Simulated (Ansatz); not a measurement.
Start from Li2O in the anti-fluorite structure (space group Fm-3m, No. 225).

```
CELL_PARAMETERS angstrom
      0.00000     2.31307     2.31307
      2.31307     0.00000     2.31307
      2.31307     2.31307     0.00000
ATOMIC_POSITIONS crystal
  O  0.00000 0.00000 0.00000
  Li 0.25000 0.25000 0.25000
  Li 0.75000 0.75000 0.75000
```

Calculations: PBE (Ansatz, a first-principles code; PAW; 420 eV plane waves; no spin-orbit coupling).

Base values:

- Electron mass = 0.85 mₑ along k, 0.44 mₑ across (at X)
- Lattice parameter a = 462.6 pm

Now apply this change: cell and atoms relaxed at a pressure of 1.8 GPa.

Q: How does this affect the electron mass and lattice parameter a?

A: The electron mass goes from 0.85 mₑ along k, 0.44 mₑ across (at X) to 0.84 mₑ along k, 0.43 mₑ across (at X); the lattice parameter a decreases by 3.3 pm, from 462.6 pm to 459.3 pm.

The levels and masses belong to the bands next to the band gap. Load acts through the strain it causes; cell and atoms are relaxed under it. Effective masses come from finite differences of ±0.01 Å⁻¹. Along k means along the line from Γ to the band edge. No phonon test of stability was made.
